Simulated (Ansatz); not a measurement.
**Bulk modulus of YSi2 (P6/mmm, No. 191, 3 atoms in the cell; start COD 4344493) at several levels of theory**

No measured value is used here.

| level (code) | value (GPa) | cell (Å³/atom) |
|---|---|---|
| LDA (Ansatz) | [?] | 18.14 |
| PBEsol (Ansatz) | 90.0 | 18.59 |
| r²SCAN (Ansatz) | 89.4 | 19.10 |

Q: Complete the blanks.

A: 
- LDA (Ansatz, a program for electronic structure), value (GPa): 95.2

The crystal itself was run without spin with LDA, PBEsol, r²SCAN; a magnetic state was not tried in these runs. LDA, PBEsol, r²SCAN: the bulk modulus is −V dP/dV from two relaxed cells at ±2 % in volume. LDA, PBEsol, r²SCAN: the relaxation could not lower the start's symmetry, so the cell can be a saddle point above a distorted one. Each level is taken at its own relaxed cell. Cutoffs differ between the levels. Ansatz's density-functional and Hartree–Fock values are scalar-relativistic unless marked +SOC, with PAW data made under PBE.
